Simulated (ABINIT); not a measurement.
ABINIT run on AgI (F-43m, 2 atoms in the cell): self-consistent single point.

Method: LDA (PW92), norm-conserving pseudopotentials (PseudoDojo nc-sr-04 LDA standard) (plane waves; ABINIT).

```xyz
2
Lattice="0.0000 3.2500 3.2500 3.2500 0.0000 3.2500 3.2500 3.2500 0.0000" Properties=species:S:1:pos:R:3 pbc="T T T"
Ag     0.0000     0.0000     0.0000
I      1.6250     1.6250     1.6250
```

Reference input (self-consistent single point, DFT, PBE, plane waves, norm-conserving pseudopotentials (PseudoDojo nc-sr-05 PBE standard)): pseudos = [Ag.upf, I.upf]; ecut = 41 Ha; ixc = 11; occopt = 3; tsmear = 0.00183747 Ha; ngkpt = 9 9 9; nshiftk = 1; shiftk = 0 0 0; potentials = PseudoDojo nc-sr-05 PBE standard; nband = 18; kptopt = 1; nstep = 100. This run's input differs from it in these lines:

```diff
@@ -1,2 +1,2 @@
-# AgI, PseudoDojo nc-sr-05 PBE standard
+# AgI, PseudoDojo nc-sr-04 LDA standard
 pp_dirpath "./"
@@ -15,4 +15,4 @@
          0.2500000000    0.2500000000    0.2500000000
-ecut 41 Ha
-ixc 11
+ecut 43 Ha
+ixc 7
 occopt 3
```

Its files differ too (potentials: PseudoDojo nc-sr-05 PBE standard → PseudoDojo nc-sr-04 LDA standard).

Output, abridged:

```
--- !BeginCycle
solver: {iscf: 7, nstep: 100, nline: 4, wfoptalg: 0, }
tolerances: {tolvrs: 1.00E-10, }
...

     iter   Etot(hartree)      deltaE(h)  residm     vres2
 ETOT  1  -167.64677940168    -1.676E+02 1.479E-01 2.746E+02
 ETOT  2  -167.97035766563    -3.236E-01 2.357E-02 3.626E+02
 ETOT  3  -168.01126600116    -4.091E-02 1.290E-03 1.312E+01
 ETOT  4  -168.01171951225    -4.535E-04 1.806E-03 5.871E+00
 ETOT  5  -168.01219196715    -4.725E-04 5.585E-04 2.099E-01
   [... 3 lines left out ...]
 ETOT  9  -168.01220719071    -1.156E-10 1.272E-04 2.484E-07
 ETOT 10  -168.01220719073    -1.597E-11 8.710E-05 6.742E-09
 ETOT 11  -168.01220719072     1.026E-11 6.424E-05 1.361E-10
 ETOT 12  -168.01220719073    -9.578E-12 4.339E-05 7.416E-13
 At SCF step   12       vres2   =  7.42E-13 < tolvrs=  1.00E-10 =>converged.

 Cartesian components of stress tensor (hartree/bohr^3)
  sigma(1 1)=  8.53149593E-05  sigma(3 2)=  0.00000000E+00
  sigma(2 2)=  8.53149593E-05  sigma(3 1)=  0.00000000E+00
  sigma(3 3)=  8.53149593E-05  sigma(2 1)=  0.00000000E+00

 ----iterations are completed or convergence reached----

 reduced coordinates (array xred) for    2 atoms
       0.000000000000      0.000000000000      0.000000000000
       0.250000000000      0.250000000000      0.250000000000
 cartesian forces (eV/Angstrom) at end:
    1     -0.00000000000000    -0.00000000000000    -0.00000000000000
    2     -0.00000000000000    -0.00000000000000    -0.00000000000000
 frms,max,avg= 0.0000000E+00 0.0000000E+00   0.000E+00  0.000E+00  0.000E+00 e/A
   [... lines left out ...]
 Fermi (or HOMO) energy (hartree) =   0.11865   Average Vxc (hartree)=  -0.33091
   [... lines left out ...]
total_energy        : -1.68012207190730E+02
total_energy_eV     : -4.57184466303280E+03
band_energy         : -1.86490704332566E+01
...

-Cartesian components of stress tensor (GPa)         [Pressure= -2.5101E+00 GPa]
- sigma(1 1)=  2.51005234E+00  sigma(3 2)=  0.00000000E+00
- sigma(2 2)=  2.51005234E+00  sigma(3 1)=  0.00000000E+00
- sigma(3 3)=  2.51005234E+00  sigma(2 1)=  0.00000000E+00

 Calculation completed.
```

The run converged in 12 iterations. Against the reference run the pressure goes from 1.61 to -2.51 GPa and the gap on the mesh goes from 1.334 to 1.052 eV.

The starting cell has typed, rounded lattice constants, without a prior relaxation at this level. Spin-orbit coupling is off.

Cost on one core of a shared machine: roughly 4 min.
